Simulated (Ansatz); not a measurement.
## GaN, pressure series

The reference is GaN in the wurtzite structure (space group P6_3mc, No. 186; a = 3.2186 Å, c = 5.2435 Å).

Cell and atoms are relaxed at each pressure.

Computed with Ansatz (a first-principles code), PBE, PAW, cutoff 420 eV, without spin-orbit coupling, earlier PAW set.

| pressure (GPa) | volume per atom (Å³/atom) |
|---|---|
| -2 | 11.902 |
| -1 | 11.830 |
| 0 | 11.761 |
| 4.2 | ? |
| 9 | 11.219 |
| 18 | 10.786 |
| 30 | 10.317 |
| 45 | 9.847 |
| 60 | 9.464 |

Problem. Fit the third-order Birch–Murnaghan form P(V) = (3B₀/2)[(V₀/V)^(7/3) − (V₀/V)^(5/3)]·[1 + (3/4)(B₀′ − 4)((V₀/V)^(2/3) − 1)] (squares taken in P) to the rows shown and predict the withheld row.

Solution. Least squares on the printed values gives V₀ = 11.761 Å³/atom, B₀ = 173 GPa, B₀′ = 4.3; this predicts 11.492 Å³/atom, and the run gives 11.491 Å³/atom, in agreement.

Load acts through the strain it causes; cell and atoms are relaxed under it. Whether these cells are dynamically stable was not tested. Measured, GaN leaves this structure (for rock salt) near 47 GPa (temperature not stated; as listed in Datta, Sujoy, Jana, Debnarayan, arXiv (2020)), on rising pressure, with hysteresis.
